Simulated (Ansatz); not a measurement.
The starting structures come from a database of crystals and need not be the phases stable at ambient conditions.

Consider the following.

```xyz
4
Lattice="3.8062 0.0000 0.0000 0.0000 3.8062 0.0000 0.0000 0.0000 3.8062" Properties=species:S:1:pos:R:3 pbc="T T T"
W      0.0000     0.0000     0.0000
O      0.0000     0.0000     1.9031
O      1.9031     0.0000     0.0000
O      0.0000     1.9031     0.0000
```

Space group of this cell: Pm-3m, ReO3 type. The cell is taken as given; by PBEsol its mean pressure is -1.3 GPa.

The numbers are results of PBEsol (plane waves, PAW; Ansatz, an electronic-structure program), not measurements.

The current runs along the normal of the first two printed vectors; no spin-orbit coupling. Scaled by the factor s: both lengths across the current (ions clamped). Meshes 8×8×8 and 8×8 across the current in all rows.

| s | mean pressure (GPa) | band gap (eV) |
|---|---|---|
| 0.98 | 9.6 | ? |
| 1.00 | -1.3 | 0.57 |
| 1.02 | -9.9 | 0.47 |

Problem. Take the slope of the band gap against ln s from the two given rows, extrapolate to s = 0.98, and say what the run there gives.

Solution. Slope = (0.47 − 0.57) / ln 1.02 = -5.05 eV. The line gives 0.57 + (-5.05) × ln 0.98 = 0.67 eV. The run gives 0.58 eV, 0.09 eV under the line, 90 % of the predicted step.
